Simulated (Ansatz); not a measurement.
# A computed series for CdO: pressure series

Take CdO in the rock salt structure (space group Fm-3m, No. 225; a = 4.768 Å) as the base.

Cell and atoms are relaxed at each pressure.

The values are results of PBE in Ansatz (plane waves to 420 eV, PAW, spin-orbit coupling left out), earlier PAW set, not measurements.

Notes on the quantities. enthalpy: H = E + PV relative to the base's energy.

```tsv
change	enthalpy	volume per atom
base	–	13.55 Å³
pressure −2 GPa	-0.17 eV/atom	13.78 Å³
pressure −1 GPa	-0.08 eV/atom	13.66 Å³
pressure 0.3 GPa	+0.03 eV/atom	13.52 Å³
pressure 0.7 GPa	+0.06 eV/atom	13.48 Å³
pressure 1.5 GPa	+0.13 eV/atom	13.40 Å³
pressure 3 GPa	+0.25 eV/atom	13.25 Å³
pressure 5 GPa	+0.42 eV/atom	13.07 Å³
pressure 7.5 GPa	+0.62 eV/atom	12.86 Å³
pressure 10 GPa	+0.82 eV/atom	12.67 Å³
```

The mesh was chosen for an insulator and is coarse for the gapless case. Load acts through the strain it causes; cell and atoms are relaxed under it. No phonon test of stability was made. No other phases were tried under pressure. The final runs are not spin-polarised.

Ansatz is a quantum-chemistry and plane-wave program.
